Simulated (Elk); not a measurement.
# Elk run on CrPd3 (Pm-3m, 4 atoms in the cell): self-consistent single point

Level of theory: Elk 10.2.4 with PBEsol, all-electron FP-LAPW, Elk's shipped species files, APW+lo basis with extra local orbitals.

The input file:

```
tasks
  0

xctype
  22

spinpol
  .true.

reducebf
  0.5

tforce
  .true.

rgkmax
  7.5

gmaxvr
  18.0

lmaxapw
  10

lmaxo
  8

nxlo
  2

lorbcnd
  .true.

lradstp
  2

nrmtscf
  2.0

rmtscf
  0.94

lmaxi
  4

nempty
  8

stype
  0

swidth
  0.00999582

maxscl
  100

scale
  7.352697584

avec
    1.0000000000    0.0000000000    0.0000000000
    0.0000000000    1.0000000000    0.0000000000
    0.0000000000    0.0000000000    1.0000000000

atoms
  2
  'Cr.in'
  1
  0.0000000000  0.0000000000  0.0000000000    0.0 0.0 -3.0
  'Pd.in'
  3
  0.0000000000  0.5000000000  0.5000000000    0.0 0.0 0.0
  0.5000000000  0.0000000000  0.5000000000    0.0 0.0 0.0
  0.5000000000  0.5000000000  0.0000000000    0.0 0.0 0.0

ngridk
  9 9 9
```

Output, abridged:

```
│ Elk code version 10.2.4 │

All units are atomic (Hartree, Bohr, etc.)

│ Ground-state run starting from atomic densities │

Lattice vectors :
   7.352697584       0.000000000       0.000000000
   0.000000000       7.352697584       0.000000000
   0.000000000       0.000000000       7.352697584

Unit cell volume      :    397.5027262
Brillouin zone volume :   0.6240214145

Muffin-tin inner radius fraction :   0.1000000000E-01

Nuclei treated as point charges

Species :    1 (Cr)
 parameters loaded from : Cr.in
 name : chromium
 nuclear charge    :   -24.00000000
 electronic charge :    24.00000000
 atomic mass :    94783.09194
 muffin-tin radius :    2.256000000
 number of radial points in muffin-tin :    999
 atomic positions (lattice), magnetic fields (Cartesian) :
   1 :   0.00000000  0.00000000  0.00000000    0.00000000  0.00000000 -3.00000000

Species :    2 (Pd)
 parameters loaded from : Pd.in
 name : palladium
 nuclear charge    :   -46.00000000
 electronic charge :    46.00000000
 atomic mass :    193991.7925
 muffin-tin radius :    2.444000000
 number of radial points in muffin-tin :    999
 atomic positions (lattice), magnetic fields (Cartesian) :
   1 :   0.00000000  0.50000000  0.50000000    0.00000000  0.00000000  0.00000000
   2 :   0.50000000  0.00000000  0.50000000    0.00000000  0.00000000  0.00000000
   3 :   0.50000000  0.50000000  0.00000000    0.00000000  0.00000000  0.00000000

Total number of atoms per unit cell :    4

Spin treatment :
 spin-polarised
 global magnetic field (Cartesian) :    0.000000000       0.000000000       0.000000000
 collinear magnetisation in z-direction

Number of Bravais lattice symmetries :   48
Number of crystal symmetries         :   48
Crystal has inversion symmetry
Real symmetric eigensolver will be used

k-point grid :      9     9     9
k-point offset :    0.000000000       0.000000000       0.000000000
   [... lines left out ...]
Maximum |G| for potential and density :    18.00000000
 potential will be trimmed for |G| > 2 gkmax
Constant for pseudocharge density :   11
Radial integration step length :    2

G-vector grid sizes :     45    45    45
Number of G-vectors :    39127

Maximum angular momentum used for
 APW functions                      :   10
 outer part of muffin-tin           :    8
 inner part of muffin-tin           :    4

Total nuclear charge    :   -162.0000000
Total core charge       :    94.00000000
Total valence charge    :    68.00000000
Total excess charge     :    0.000000000
Total electronic charge :    162.0000000

Effective Wigner radius, rₛ :   0.8367174554

Number of empty states         :   32
Total number of valence states :  132
Total number of core states    :   94

Conduction state local-orbitals added automatically
Total number of local-orbitals :  460

Exchange-correlation functional :     22     0     0
 PBEsol, Phys. Rev. Lett. 100, 136406 (2008)
 gradient requirement :    1
 generalised gradient approximation (GGA)

Smearing type :    0
 Gaussian
Smearing width :   0.9995820000E-02
Effective electronic temperature (K) :    3156.430308

Mixing type :    3
 Broyden mixing, J. Phys. A: Math. Gen. 17, L317 (1984)

Kohn-Sham potential initialised from atomic data
│ Self-consistent loop started │
│ Loop number : 1 │
 total energy                :     -16135.2395286
 total moment                :    2.872552653
│ Loop number : 2 │
 total energy                :     -16138.3207474
 total moment                :    2.810237122
RMS change in Kohn-Sham potential (target) :    2.953724122     (  0.1000000000E-05)
Absolute change in total energy (target)   :    3.081218866     (  0.1000000000E-03)
│ Loop number : 3 │
 total energy                :     -16118.6152551
 total moment                :    2.704421117
RMS change in Kohn-Sham potential (target) :    2.914204603     (  0.1000000000E-05)
Absolute change in total energy (target)   :    18.93518761     (  0.1000000000E-03)
│ Loop number : 4 │
 total energy                :     -16146.2290229
 total moment                :   -1.619348714
RMS change in Kohn-Sham potential (target) :    2.224351360     (  0.1000000000E-05)
Absolute change in total energy (target)   :    22.87997091     (  0.1000000000E-03)
│ Loop number : 5 │
 total energy                :     -16161.5501385
   [... lines left out ...]
 total moment                :   -2.747447117
RMS change in Kohn-Sham potential (target) :   0.8114681287E-05 (  0.1000000000E-05)
Absolute change in total energy (target)   :   0.5480298296E-03 (  0.1000000000E-03)
│ Loop number : 23 │
 total energy                :     -16183.7362526
 total moment                :   -2.747812549
RMS change in Kohn-Sham potential (target) :   0.2307301819E-05 (  0.1000000000E-05)
Absolute change in total energy (target)   :   0.4018924228E-03 (  0.1000000000E-03)
│ Loop number : 24 │
 total energy                :     -16183.7364549
 total moment                :   -2.747967673
RMS change in Kohn-Sham potential (target) :   0.1436107742E-05 (  0.1000000000E-05)
Absolute change in total energy (target)   :   0.1018427865E-03 (  0.1000000000E-03)
│ Loop number : 25 │
 total energy                :     -16183.7364278
 total moment                :   -2.748086166
RMS change in Kohn-Sham potential (target) :   0.3757077847E-06 (  0.1000000000E-05)
Absolute change in total energy (target)   :   0.1646352757E-05 (  0.1000000000E-03)
Convergence targets achieved

│ Loop number : 26 │

Energies :
 Fermi                       :     0.328209605708
 sum of eigenvalues          :     -9650.22837665
 electron kinetic            :      16863.7260357
 core electron kinetic       :      16244.9980158
 Coulomb                     :     -32574.5251784
 Coulomb potential           :     -25892.7103758
 nuclear-nuclear             :     -1669.15109342
 electron-nuclear            :     -35918.0377941
 Hartree                     :      5012.66370917
 Madelung                    :     -19628.1699905
 xc potential                :     -621.096455380
 xc effective B-field        :    -0.147584078578
 external B-field            :      0.00000000000
 exchange                    :     -463.385304282
 correlation                 :     -9.55198260885
 total energy                :     -16183.7364296
 (external B-field energy excluded from total)

Density of states at Fermi energy :    145.7005352
 (states/Hartree/unit cell)

Estimated indirect band gap :   0.2117247973E-03
 from k-point     35 to k-point     16
Estimated direct band gap   :   0.1404682952E-02
 at k-point     16

Charges :
 core                        :    94.00000000
 valence                     :    68.00000000
 interstitial                :    5.534124724
 muffin-tins (core leakage)
  species :    1 (Cr)
   atom    1                 :    22.24593679     (  0.1030109331E-09)
  species :    2 (Pd)
   atom    1                 :    44.73997950     (  0.1763446988E-07)
   atom    2                 :    44.73997950     (  0.1763446988E-07)
   atom    3                 :    44.73997950     (  0.1763446988E-07)
 total in muffin-tins        :    156.4658753
 total calculated charge     :    161.9997902
 total charge                :    162.0000000
 error                       :   0.2098491120E-03

Moments :
 interstitial                :  -0.2225914681
 muffin-tins
  species :    1 (Cr)
   atom    1                 :   -2.757937829
  species :    2 (Pd)
   atom    1                 :   0.7745749237E-01
   atom    2                 :   0.7745749237E-01
   atom    3                 :   0.7745749237E-01
 total in muffin-tins        :   -2.525565351
 total moment                :   -2.748156820

│ Self-consistent loop stopped │

Forces :
 species :    1 (Cr)
  atom :    1
   Hellmann-Feynman          :     0.00000000    0.00000000    0.00000000
   IBS                       :     0.00000000    0.00000000    0.00000000
   total force               :     0.00000000    0.00000000    0.00000000
   total magnitude           :     0.00000000
 species :    2 (Pd)
  atom :    1
   Hellmann-Feynman          :    -0.00000000    0.00000000    0.00000000
   IBS                       :     0.00000000    0.00000000    0.00000000
   total force               :     0.00000000    0.00000000    0.00000000
   total magnitude           :     0.00000000
  atom :    2
   Hellmann-Feynman          :     0.00000000    0.00000000    0.00000000
   IBS                       :    -0.00000000   -0.00000000    0.00000000
   total force               :    -0.00000000   -0.00000000    0.00000000
   total magnitude           :     0.00000000
  atom :    3
   Hellmann-Feynman          :     0.00000000    0.00000000    0.00000000
   IBS                       :    -0.00000000    0.00000000    0.00000000
   total force               :     0.00000000    0.00000000    0.00000000
   total magnitude           :     0.00000000
```

The run converged in 26 iterations. The count includes the last loop, which Elk runs after its targets are met.

The starting cell comes from a database of computed structures (which also holds hypothetical and non-ambient phases and stackings), without a prior relaxation at this level. With one magnetic atom in the cell only a parallel order is possible. Values depend on the basis (sphere radii, cutoffs, local orbitals), which need not be converged. The log's line on a gap gives a spacing of levels on this mesh, which the program prints for metals too.

Cost on one core of a shared machine: roughly 8 min.
